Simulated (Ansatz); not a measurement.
## TiO₂ (model structure, started from the CdI2 type, P-3m1, No. 164, 3 atoms in the cell)

All values below come from PBEsol (PAW; Ansatz, a quantum-chemistry and plane-wave program).

Run with plane-wave cutoff 500 eV, 18×18×10 k mesh (along the axes of the cell as run), Fermi–Dirac smearing 0.05 eV, no spin polarisation, scalar-relativistic PAW data made under PBE.

Cell (relaxed at this level):

Space group P-3m1 (No. 164); a = 2.958 Å, b = 2.958 Å, c = 5.215 Å, α = 90.00°, β = 90.00°, γ = 120.00°

| atom | site | symmetry | x | y | z |
|---|---|---|---|---|---|
| Ti | 1a | -3m. | 0.0000 | 0.0000 | 0.0000 |
| O | 2d | 3m. | 0.3333 | 0.6667 | 0.1842 |

```json
{
  "band_gap": "2.70 eV (on the SCF k mesh)"
}
```

Note: the relaxation could raise the start's symmetry but not lower it, so the cell can be a saddle point; the cell has widely spaced layers and the level no dispersion term, so their spacing and the moduli can rest on weak binding.

The computed numbers hold no vibrational or temperature effects.

It cost roughly 5 core-minutes of CPU time.

A model structure was made by putting elements into a prototype or built by hand; it is no filed structure, need not be a known phase, and can be a saddle point held by its symmetry.
